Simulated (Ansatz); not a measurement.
Base system: LiNbSe2 (space group P6_3/mmc, No. 194; a = 3.524 Å, c = 13.556 Å; a cell from a computed database, its experimental status unchecked).

Method: DFT with r2SCAN, PAW potentials and a 500 eV plane-wave cutoff in Ansatz (an electronic-structure program), without spin-orbit coupling.

Base values:

```
Property                              Result
---------------------  ---------------------
Volume per atom                     18.22 Å³
Valence-band top at Γ  0.00, -0.90, -2.28 eV
```

Modification: cell and atoms relaxed at a pressure of 50 GPa.

Task: Estimate the effect on the volume per atom.

Result: The volume per atom drops by 5.127 Å³, from 18.22 Å³ to 13.10 Å³.

Task: Estimate the effect on the valence-band top at Γ.

Result: The valence-band top at Γ (three highest levels, from the VBM) goes from 0.00, -0.90, -2.28 eV to 0.00, -1.83, -2.04 eV.

The levels and masses belong to the bands next to the band gap. Load acts through the strain it causes; cell and atoms are relaxed under it. Stability against distortions was not tested. Competing high-pressure phases were not computed.
